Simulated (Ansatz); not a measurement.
BeS (model structure, from the wurtzite type, P6₃mc, No. 186), treated with PBE-D3(BJ) (PAW; Ansatz, a quantum-chemistry and plane-wave program).

Run with plane-wave cutoff 520 eV, 12×12×6 k mesh (along the axes of the cell as run), Fermi–Dirac smearing 0.01 eV, scalar-relativistic PAW data made under PBE.

Computed at the level's own relaxed cell.

```
CELL_PARAMETERS angstrom
      3.39576     0.00000     0.00000
     -1.69788     2.94082     0.00000
      0.00000     0.00000     5.60179
ATOMIC_POSITIONS crystal
  Be 0.66667 0.33333 0.99946
  Be 0.33333 0.66667 0.49946
  S  0.66667 0.33333 0.62574
  S  0.33333 0.66667 0.12574
```

Task: List the 9 lowest band energies at Γ above −25 eV (eV, relative to the valence band maximum), grouping those that round alike.

Result: At Γ: -13.94, -12.29, -6.05, -1.18 (×2), -0.18, 0.00 (×2), 5.20.

Note: the cell keeps the symmetry of its start, so it can be a saddle point.

A model structure was made by putting elements into a prototype or built by hand; it is no filed structure, need not be a known phase, and can be a saddle point held by its symmetry.
